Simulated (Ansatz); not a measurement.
For ZnS (model structure, started from the BN type, Pm-3n, No. 223, 12 atoms in the cell), PBEsol (PAW; Ansatz, a quantum-chemistry and plane-wave program) gives:

- equilibrium lattice constant a: 6.601 Å
- cohesive energy: 3.17 eV/atom
- band gap: 2.06 eV

Problem. What does r²SCAN+rVV10 (plane waves, PAW; Ansatz) give for the same quantities?

Solution. 
- lattice constant a: 6.616 Å (rises by 0.2 %)
- cohesive energy: 3.17 eV/atom (stays essentially unchanged)
- band gap: 2.50 eV (goes up by 0.44 eV)

Changes are worked out from the printed values.

Unless a cell is named, each level is at its own relaxed cell (PBEsol 23.97, r²SCAN+rVV10 24.14 Å³/atom).

Density-functional gaps are differences of (generalised) Kohn–Sham levels.

Ansatz's density-functional and Hartree–Fock values are scalar-relativistic unless marked +SOC, with PAW data made under PBE.

A model structure was made by putting elements into a prototype or built by hand; it is no filed structure, need not be a known phase, and can be a saddle point held by its symmetry.
